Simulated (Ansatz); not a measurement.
Worked example: zone-centre phonon calculation of LaGe₂Pd₂ (I4/mmm, 5 atoms in the cell) in Ansatz (a first-principles code).

Method: LDA (PW92), default PAW files made with PBE (plane waves; Ansatz).

```yaml
crystal:
  lattice:
    - [-2.18820, 2.18820, 5.03688]
    - [2.18820, -2.18820, 5.03688]
    - [2.18820, 2.18820, -5.03688]
  atoms:
    - { symbol: La, position: [0.00000, 0.00000, 0.00000] }
    - { symbol: Ge, position: [0.62413, 0.62413, 0.00000] }
    - { symbol: Ge, position: [0.37587, 0.37587, 0.00000] }
    - { symbol: Pd, position: [0.25000, 0.75000, 0.50000] }
    - { symbol: Pd, position: [0.75000, 0.25000, 0.50000] }
```

Reference input (self-consistent single point, DFT, LDA (PW92), plane waves, default PAW files made with PBE): basis.ecutwfc = 30.9 Ry; kpoints.mp_grid.grid = 9 9 9; hamiltonian.xc = lda; hamiltonian.pseudopotentials = {kind: paw} (the program's default PAW files); scf.occupations.method = fermi_dirac; scf.occupations.width = 0.0073 Ry. This run's input differs from it in these lines:

Ansatz 0.2 input:
```diff
@@ -13,3 +13,3 @@
 basis:
-  ecutwfc: 30.9 Ry
+  ecutwfc: 37.1 Ry
 kpoints:
@@ -21,6 +21,4 @@
   occupations: { method: fermi_dirac, width: 0.0073 Ry }
-output:
-  forces: true
-  eigenvalues: true
-  stress: true
+phonons:
+  method: dfpt
```

Output (repeated stretches shortened):

```
SCF iter   1: F=—  HF=-28201.196428 eV  |F-HF|=—  |Δ(HF+E_count)|=         —  Δρ=7.32e-3  dr2=4.18e-2  ethr=1.77e-3  ⟨swp⟩=6.0  Hψ=19481  notcnv=0
all-band conjugate gradients solve this SCF's bands
preconditioner: auto → Kerker (q_TF=auto, 2.616 Å⁻¹)
SCF iter   2: F=—  HF=-28201.188213 eV  |F-HF|=—  |Δ(HF+E_count)|=   8.21e-3  Δρ=2.87e-3  dr2=7.10e-3  ethr=5.58e-5  ⟨swp⟩=2.3  Hψ=11162  notcnv=0
   [... lines left out ...]
SCF iter   7: F=—  HF=-28201.186602 eV  |F-HF|=—  |Δ(HF+E_count)|=   2.81e-7  Δρ=6.11e-6  dr2=5.56e-8  ethr=6.88e-10  ⟨swp⟩=2.7  Hψ=9472  notcnv=0
SCF iter   8: F=—  HF=-28201.186602 eV  |F-HF|=—  |Δ(HF+E_count)|=   9.17e-9  Δρ=1.63e-6  dr2=3.83e-9  ethr=7.41e-11  ⟨swp⟩=2.2  Hψ=9285  notcnv=0
SCF iter   9: F=—  HF=-28201.186601 eV  |F-HF|=—  |Δ(HF+E_count)|=  8.62e-10  Δρ=3.13e-7  dr2=1.10e-10  ethr=5.11e-12  ⟨swp⟩=2.0  Hψ=9443  notcnv=0
SCF iter  10: F=-28201.186601 eV  HF=-28201.186601 eV  |F-HF|=7.28e-12  |Δ(HF+E_count)|=  1.09e-11  Δρ=7.24e-8  dr2=7.10e-12  ethr=1.00e-12  ⟨swp⟩=6.5  Hψ=27261  notcnv=0
SCF 1 converged in 10 iterations: F = -28201.186601 eV  dr2 = 7.10e-12
DFPT response loops at Γ: preconditioner auto → Kerker (q_TF=auto, 2.616 Å⁻¹) (partly filled bands, converged f_vac=0.000) …
the response loops of the zone centre start from zero, take more passes and end by a threshold …
Free energy (F): -28201.186601 eV
Internal energy: -28201.097293 eV  (E = F + TS)
E sigma→0 (E₀):  -28201.141947 eV
Entropy (-TS):   -0.089309 eV (-17.862 meV/atom)
Fermi energy:    14.423701 eV
   [... lines left out ...]
  ASR residual: 2.587e-4 → 0.000e0 eV/Å²; symmetrization residual: 1.211e-4 eV/Å²
  ASR residual per site (eV/Å²): 2.59e-4 1.20e-4 1.20e-4 1.96e-4 1.96e-4
  Γ frequencies (cm⁻¹): 0.00 0.00 0.00 39.53 39.53 100.43 100.66 100.66 111.01 165.67 182.89 182.89 189.61 189.61 218.45
  non-analytic LO–TO correction: not included (Born effective charges unavailable; polar crystals: no LO–TO splitting at Γ)
```

The run converged in 10 iterations. 

Summary of the result:
```
Property                                                                                                              Value
--------------------------------------------------------  -----------------------------------------------------------------
Free energy E − TS (on the zero of these files)                                                              -28201.1866 eV
Fermi level (on the code's own zero)                                                                               14.42 eV
Zone-centre frequencies (cm⁻¹; negative means imaginary)  0, 0, 0, 40, 40, 100, 101, 101, 111, 166, 183, 183, 190, 190, 218
```

The starting cell comes from a database of computed structures (which also holds hypothetical and non-ambient phases and stackings), without a prior relaxation at this level. Its lattice was rescaled by up to half a per cent. Spin polarisation is off.

Cost on one core of a shared machine: roughly 20 min.
